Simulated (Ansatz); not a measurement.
# TiC under a change: isotropic strain +2.86 %

The reference is TiC in the rock salt structure (space group Fm-3m, No. 225; a = 4.333 Å; relaxed with 0.1 eV smearing).

The change: every lattice vector is stretched by 2.86 %; the atoms relax in the strained cell.

Computed with PBE in Ansatz (plane waves to 420 eV, PAW, no spin-orbit coupling). Settings: 23×23×23 k-points, 0.1 eV Fermi–Dirac smearing.

The volume per atom goes up by 0.90 Å³ (10.17 Å³ → 11.07 Å³) and the space group is still Fm-3m (No. 225). The shortest interatomic distance rises by 0.0620 Å (2.167 Å → 2.228 Å) and the energy goes up by 54 meV/atom. The pressure goes from zero to -17.8 GPa and the band gap stays zero.

Final structure:

```xyz
2
Lattice="0.0000 2.2285 2.2285 2.2285 0.0000 2.2285 2.2285 2.2285 0.0000" Properties=species:S:1:pos:R:3 pbc="T T T"
C      0.0000     0.0000     0.0000
Ti     2.2285     2.2285     2.2285
```

Cost of the whole job for the changed cell (relaxation, final SCF and bands): about 16 core-seconds (a rough figure).

No phonon test of stability was made. The final runs are not spin-polarised.

Ansatz is an electronic-structure program.
